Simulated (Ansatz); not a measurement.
The parent structure is Ca$_{2}$Si (space group Fm-3m, No. 225; a = 7.160 Å; a model cell, its experimental status unchecked). Axes: x, y, z lie along the cube axes.

Level of theory: plane-wave PAW DFT at the r2SCAN level (Ansatz, a quantum-chemistry and plane-wave program, 500 eV), no spin-orbit coupling.

Strains are applied to the cell and any free atomic positions relax; under stress the whole cell relaxes.

One change was made to it. Results:

```csv
quantity,base,after
band gap,0.78 eV,0.60 eV
electron mass,"0.49 mₑ along k, 0.41 mₑ across (at X)","0.41 mₑ along x, 0.28 mₑ along y, 0.50 mₑ along z (at X)"
energy relative to the base (free energy F),0 meV/atom,+15 meV/atom
```

### Question
Which change produced these results?
A) uniaxial strain ε_yy = −4.12 %
B) uniaxial strain ε_xx = +1.15 %
C) uniaxial stress, 3 GPa compression along x
D) isotropic strain −0.73 %

### Answer
A, uniaxial strain ε_yy = −4.12 %. For comparison, the electron mass in the other runs: uniaxial stress, 3 GPa compression along x gives 0.29 mₑ along x, 0.41 mₑ along y, 0.51 mₑ along z (at X); uniaxial strain ε_xx = +1.15 % gives 0.51 mₑ along k, 0.38 mₑ across (at X); isotropic strain −0.73 % gives 0.49 mₑ along k, 0.40 mₑ across (at X).

Effective masses come from finite differences of ±0.01 Å⁻¹. Along k means along the line from Γ to the band edge. Stability under load was not tested beyond the relaxation.
